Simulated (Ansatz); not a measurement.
```yaml
crystal:
  lattice:
    - [-1.65450, 1.65450, 1.65450]
    - [1.65450, -1.65450, 1.65450]
    - [1.65450, 1.65450, -1.65450]
  atoms:
    - { symbol: Nb, position: [0.00000, 0.00000, 0.00000] }
```

The cell is fixed at its relaxed static size. Melting and transitions to other phases are not modelled.

Task: Estimate each atom's mean-square displacement (sum over three axes) at 2000 K from path-integral sampling on the energy surface fitted in the stochastic self-consistent harmonic approximation in a 4×4×4 supercell, DFT at the PBE level (Ansatz, a program for electronic structure).

Result: Nb1 0.085 Å². Waves longer than the supercell are missing, so the values are low for an infinite crystal. Over all wave vectors of the supercell the softest harmonic mode is 74 cm⁻¹ at q = (0.00, 0.00, 0.25); the softest of the Hessian is 76 cm⁻¹ at q = (0.00, 0.00, 0.25) at 300 K (error under 1; the run's verdict: stable), 83 cm⁻¹ at q = (0.00, 0.00, 0.25) at 2000 K (error under 1; the run's verdict: stable).
